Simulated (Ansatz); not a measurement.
# Response to strain in GaSb

Base system: GaSb in the zinc blende structure (space group F-43m, No. 216).

```cif
data_Ga4Sb4
_chemical_formula_sum 'Ga4 Sb4'
_space_group_name_H-M_alt 'F-43m'
_space_group_IT_number 216
_space_group_name_Hall 'F -4 2 3'
_cell_length_a 6.13236
_cell_length_b 6.13236
_cell_length_c 6.13236
_cell_angle_alpha 90.000
_cell_angle_beta 90.000
_cell_angle_gamma 90.000
loop_
_atom_site_label
_atom_site_type_symbol
_atom_site_symmetry_multiplicity
_atom_site_Wyckoff_symbol
_atom_site_fract_x
_atom_site_fract_y
_atom_site_fract_z
_atom_site_occupancy
Ga1 Ga 4 a 0.00000 0.00000 0.00000 1
Sb1 Sb 4 d 0.75000 0.75000 0.75000 1
```
(The calculation used a cell of 2 atoms; values per cell refer to that cell.)

Strains are applied to the cell and any free atomic positions relax.

Computed with Ansatz (a program for electronic structure) r2SCAN, no spin-orbit coupling.

```
isotropic strain (%)  pressure (GPa)
--------------------  --------------
-3                               6.0
-2.5                               ?
-2                               3.7
-1.5                             2.7
-1                               1.7
-0.5                             0.8
0                                0.0
```

Fit P = P₀ − Bδ + Cδ² with δ = (1 + ε)³ − 1 to the rows shown and predict the withheld row.

Least squares on the printed values gives P₀ = 0.0 GPa, B = 51.9 GPa, C = 193 GPa (largest residual 0.0 GPa); this predicts 4.8 GPa, and the run gives 4.9 GPa, in agreement.

No phonon test of stability was made.
